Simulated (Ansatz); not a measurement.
Structures of equal composition on the (113) surface of germanium: 1 pair of surface atoms bonded, C on one of 4 surface atoms, H on every dangling bond; 1 pair of surface atoms bonded, C on one of 4 atoms under the surface, H on every dangling bond. The slabs share one bottom face, and each structure is named by its start. These are constructed structures in small cells; real faces may alloy, dewet or reconstruct in larger ones, and not all known structures of the face are among them. Slabs of about 14 Å with all that they carry, Fermi-Dirac smearing of 0.025 eV. Bottom of the slabs: built like the top, H on every dangling bond, free. Relaxed from the named starts with such symmetry as they have, on meshes of like density; energies extrapolated to zero smearing; no spin-orbit coupling, no U. Spin-polarised runs, if any, are marked in brackets, and their order is one that fits the cell; the others ran without spin. Where a second, spin-polarised start was run, the lower counts.

Level of theory: PBE (plane waves to 420 eV, PAW; Ansatz, a program for electronic structure).

Q: Rank these by energy per 1x1 cell (lowest first), as PBE gives it.

A: 1 pair of surface atoms bonded, C on one of 4 surface atoms, H on every dangling bond (0.000 eV (1 C–Ge bonds formed), gap 0.58 eV on the mesh), 1 pair of surface atoms bonded, C on one of 4 atoms under the surface, H on every dangling bond (0.756 eV (1 C–Ge bonds formed; like top atoms buckled by 0.5 Å), gap 0.44 eV on the mesh)
